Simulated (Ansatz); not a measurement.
# SiGe, thickness series

Base system: SiGe in the wurtzite structure (space group P6_3mc, No. 186; a model cell, its experimental status unchecked).

```
CELL_PARAMETERS angstrom
      3.90037     0.00000     0.00000
     -1.95019     3.37782     0.00000
      0.00000     0.00000     6.44343
ATOMIC_POSITIONS crystal
  Ge 0.66667 0.33333 0.99962
  Ge 0.33333 0.66667 0.49962
  Si 0.66667 0.33333 0.62558
  Si 0.33333 0.66667 0.12558
```

Cartesian axes are those of the cell as printed.

Free-standing slabs (4 atom(s) a layer) normal to the y axis with 15 Å of vacuum; in-plane cell held at bulk.

Method: PBEsol (Ansatz, a program for electronic structure), no spin-orbit coupling, earlier PAW set.

Notes on the quantities. excess energy per area of both faces: slab less bulk energy over the cell's area: twice a surface energy; uncertain by up to 0.1 J/m².

| variant | excess energy per area of both faces | band gap | change of the spacing d23 from its bulk value of 2.252 Å |
|---|---|---|---|
| base | – | 0.35 eV | – |
| 1 layer | – | 0.65 eV | – |
| 2 layers | 2.12 J/m² | zero | +3.5 % |
| 3 layers | 2.1 J/m² | zero | +1.6 % |
| 4 layers | 2.1 J/m² | zero | +1.5 % |

Slab and bulk use different k-meshes, which limits the precision of the excess energy. No phonon test of stability was made. All final runs are without spin polarisation. Gaps under 0.05 eV, about the width of the smearing, are given as zero. A zero or small gap of SiGe can be the functional's error rather than a property of the material.
